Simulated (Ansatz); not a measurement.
Data:

```yaml
crystal:
  lattice:
    - [0.00000, 0.00000, -5.93357]
    - [-6.36154, 0.00000, 0.00000]
    - [3.18077, 5.41876, 2.96679]
  atoms:
    - { symbol: Se, position: [0.38621, 0.08363, 0.77242] }
    - { symbol: Se, position: [0.88621, 0.68879, 0.77242] }
    - { symbol: Se, position: [0.11379, 0.31121, 0.22758] }
    - { symbol: Se, position: [0.61379, 0.91637, 0.22758] }
    - { symbol: Si, position: [0.75000, 0.00000, 0.00000] }
    - { symbol: Si, position: [0.25000, 0.00000, 0.00000] }
```

No spin polarisation.

The values are results of Ansatz (a program for electronic structure), PBE, PAW, cutoff 420 eV, without spin-orbit coupling, not measurements. k-mesh 8×8×8 (Γ-centred); smearing 0.05 eV (Fermi–Dirac).

Problem. Predict the band gap, in-plane stress and gap character.

Solution. Band gap: 2.10 eV
Mean in-plane stress (compression positive): +0.1 GPa
Gap character: indirect, Σ₀–Γ (12 % along) → G₀–X (50 % along)

A biaxial case was relaxed in a doubled cell and then solved in the primitive one. The cells carry an imposed strain or load. Whether these cells are dynamically stable was not tested. The cell was made from SiSe₂ (space group Ibam, No. 72; made of chains) by this change: biaxial strain −3.83 %, plane normal [001], relaxed out of plane. No dispersion term is included, though the crystal is made of layers, chains or molecules, so its spacings can come out too wide.
